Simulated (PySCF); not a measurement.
PySCF 2.14.0, PBE/gth-dzvp, GTH-PBE pseudopotentials, periodic, gdf: diamond-structure Si, 2 atoms. Basis and mesh were picked for this test and aren't claimed converged.

```
Property                                                   Value
-------------------------------  -------------------------------
cell                             3.84, 3.84, 3.84 Å; 60, 60, 60°
task                                                      energy
method                                                       pbe
basis                                                   gth-dzvp
pseudo                                                   gth-pbe
k mesh                                                     4×4×4
mol.max_memory                                          64000 MB
mf.init_guess                                    minao (default)
mf.DIIS                                          CDIIS (default)
mf.diis_space                                        8 (default)
basis functions (base settings)                               26
grid points (base settings)                                37405
k-points (base settings)                                      64
```

Machine A. Machine: one whole node, Arm Neoverse V2, 96 cores on 1 socket, no SMT, 1 L3 cache group; 94 cores' worth of CPU time may be used.

Machine B. Hardware: AMD EPYC (Zen 5), 96 cores on 1 socket, no SMT, 12 L3 cache groups.

Times are wall-clock medians of two to five runs, from launch to exit, with nothing else on the machine. Unless noted, each process is bound to its own block of adjacent cores. The build: PyPI wheel: OpenMP (GNU), a bundled serial OpenBLAS 0.3.3 under its C layer, NumPy's threaded OpenBLAS held to generic ARMv8 kernels, libcint, Libxc; another build can shift the numbers. Scratch files lie in a memory file system. On B the build is conda-forge: OpenMP (GNU), OpenBLAS with its own threads, libcint, Libxc.

All on 32 threads, 1 BLAS thread. On machine A:

```csv
run,wall time on A
two_electron_scheme = gdf,15 s
two_electron_scheme = fftdf,15 s
two_electron_scheme = mdf,16 s
two_electron_scheme = rsdf,20 s
```

Question: Predict the times on machine B.

Answer: 
```
run                             A      B  B over A
---------------------------  ----  -----  --------
two_electron_scheme = gdf    15 s   10 s      0.67
two_electron_scheme = fftdf  15 s  9.5 s      0.63
two_electron_scheme = mdf    16 s   11 s      0.68
two_electron_scheme = rsdf   20 s   12 s      0.60
```

B takes 0.60 to 0.68 times the time of A. The shortest run is two_electron_scheme = fftdf on both, with others too close to call.
